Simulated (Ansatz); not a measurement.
## SrTe under a change: isotropic strain −1.00 %

Consider SrTe in the rock salt structure (space group Fm-3m, No. 225; a = 6.607 Å).

The change: every lattice vector is shortened by 1.00 %; the atoms relax in the strained cell.

Computed with Ansatz (a first-principles code) PBEsol, no spin-orbit coupling. Γ-centred 9×9×9 mesh, Fermi–Dirac width 0.05 eV.

The volume per atom decreases by 1.07 Å³, from 36.05 Å³ to 34.98 Å³ and the space group stays Fm-3m (No. 225). The shortest interatomic distance drops by 3.3 pm, from 330.3 pm to 327.0 pm and the energy grows by 3.7 meV/atom. The pressure goes from zero to 1.15 GPa and the band gap drops by 0.09 eV to 1.48 eV. The gap character stays indirect, Γ → X and the smallest direct gap shrinks by 0.06 eV (2.33 eV → 2.27 eV). The mean gap deformation potential ΔEg/Δln V comes out as +2.8 eV and the width of the top valence band grows by 0.07 eV to 1.65 eV. The electron mass changes from 1.3 mₑ along k, 0.24 mₑ across (at X) to 1.3 mₑ along k, 0.23 mₑ across (at X) and the hole mass (degenerate bands, along [100]) becomes 0.14, 0.82, 0.82 mₑ (at Γ) (base: 0.14, 0.85, 0.85 mₑ (at Γ)). The valley order (the lowest conduction-band minima on the path, energy above the VBM, named in the base's zone) goes from X along ⟨100⟩ 1.57 eV; Γ 2.82 eV to X along ⟨100⟩ 1.48 eV; Γ 2.96 eV.

With Te present, leaving out spin-orbit coupling can change the band edges. Effective masses come from finite differences of ±0.01 Å⁻¹. Along k means along the line from Γ to the band edge. Stability against distortions was not tested.
